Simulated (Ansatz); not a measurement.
Here is the system:

End structure of a constructed model of the (110) surface of bcc W, a pseudomorphic layer of Ir in the host's stacking (bottom of the slab: a bare face, its two planes held):

```xyz
7
Lattice="2.7577 0.0000 0.0000 -0.9192 2.6000 0.0000 0.0000 0.0000 30.0000" Properties=species:S:1:pos:R:3 pbc="T T T"
W      0.9192     1.3000     8.0119
W      0.0000     0.0000    10.2635
W      0.9192     1.3000    12.5207
W      0.0000     0.0000    14.7650
W      0.9192     1.3000    17.0156
W      0.0000     0.0000    19.2773
Ir     0.9192     1.3000    21.3262
```

Slab: 7 atoms, 14.0 Å thick at the start with caps and adatoms (thin: gaps and levels are the slab's own); k 14x14x1, smearing 0.1 eV, dipole-corrected; 2 atoms held, the rest relaxed; held to the start's symmetry, so lower structures may exist; no spin, no spin-orbit, no U. It is one candidate, not shown to be the stable structure of the face.

Task: Estimate the work function of the top face that PBE (Ansatz, a quantum-chemistry and plane-wave program) returns for this input.

Result: 4.89 eV
